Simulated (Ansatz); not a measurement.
Ca_Ga in beta Ga2O3

These are PBE, PAW (plane waves to 420 eV; Ansatz, a quantum-chemistry and plane-wave program) values and carry that method's errors. Cell: 120 sites, 1×3×2 repeats of a cell of 20 atoms; final energies on a 2×2×2 shifted mesh. Site at the start: the Ga(2) site. Charged cells carry a point-charge image correction with potential alignment at far atoms. Dielectric constants: PBE linear response of the host. Host gap at this level: 2.01 eV. Finite-size and sampling errors can reach tenths of an eV here. Levels are measured in PBE's own, too narrow, gap. Spin–orbit coupling is left out. Each state is the lowest found from its start.

Formation energies E_f are given with the Fermi level at the valence-band maximum. Chemical conditions: Ga-rich (Δμ(Ga) = 0.00 eV, Δμ(Ca) = -2.86 eV, bounded by rock-salt CaO; only phases computed here count, gases as isolated molecules at 0 K); O-rich (Δμ(Ga) = -4.56 eV, Δμ(Ca) = -5.89 eV, bounded by rock-salt CaO; only phases computed here count, gases as isolated molecules at 0 K). Reference phases: Ca: fcc Ca, Ga: alpha gallium.

Charges with a result: +1, 0, −1. Others weren't obtained, and one of them could lie lower, also by skipping a charge.

| charge | moment (μB) | point group | largest move off a lattice site (Å) | image correction with alignment (eV) | E_f, Ga-rich (eV) | E_f, O-rich (eV) |
|---|---|---|---|---|---|---|
| +1* | not spin-polarised | – | 0.30 | – | – | – |
| 0† | 1.0 | – | 0.29 | 0.00 | 3.03 | 1.51 |
| −1 | not spin-polarised | Cs | 0.29 | 0.11 | 3.19 | 1.67 |

* At this level the carrier isn't localised at the defect: at charge +1 holes occupy the valence band. Such a state is shallow or no state of the defect, and this cell gives it no level.

† Not settled in this cell, so no level is given: charge 0: carriers not clearly localised.

Point groups are those of the whole cell at tolerances of 0.03 and 0.1 Å ("near" where only the looser one holds); none is given for unsettled states.

Flagged in the runs: a host whose relaxation on this sampling wasn't shown to rest, a strain field that reaches the edge of the cell.
